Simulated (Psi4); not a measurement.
Psi4 1.11, B3LYP/def2-svp: Nb(S)(Cl)2(OSiH3) ([SiH3][O][Nb](=[S])([Cl])[Cl]), 9 atoms. The geometry is a generated start, not checked to be a minimum at this level.

```
Quantity                                              Value
--------------------------  -------------------------------
task                                                 energy
method                                                b3lyp
basis                                              def2-svp
memory                                                 3 GB
maxiter                                                 100
keys of the molecule block                      symmetry c1
scf_type                                       df (default)
guess                        auto, which took SAD (default)
scf_initial_accelerator                     adiis (default)
e_convergence                               1e-06 (default)
d_convergence                               1e-06 (default)
dft_radial_points                              75 (default)
dft_spherical_points                          302 (default)
effective core potentials   those of the basis set, past Kr
basis functions                                         132
grid points                                          194098
```

```xyz
9

Nb    -1.0625     0.9045     0.7158
S     -0.3008     2.8408    -0.0578
Cl    -0.9698     1.1681     2.9102
Cl    -3.2173     0.9840     0.2423
O      0.0536    -0.3116    -0.0518
Si     1.1774    -1.2298    -0.8088
H      2.3357    -1.2232     0.0905
H      1.4150    -0.5743    -2.0982
H      0.5687    -2.5584    -0.9423
```

Charge 0 and multiplicity 1 are set for this test and not shown to be the ground state.

One run each on 2 threads. Values of diis_max_vecs tried: 3, 6, 10 (default), 20.

**Question.** Predict the course of the SCF iterations along this series.

**Answer.** Fewest SCF iterations, within one of each other: 6 with 11, 10 (default) with 11, 20 with 11. The count rises to 31 at 3. All converge to one solution.

```csv
diis_max_vecs,SCF iterations,end
3,31,same solution
6,11,same solution
10 (default),11,same solution
20,11,same solution
```
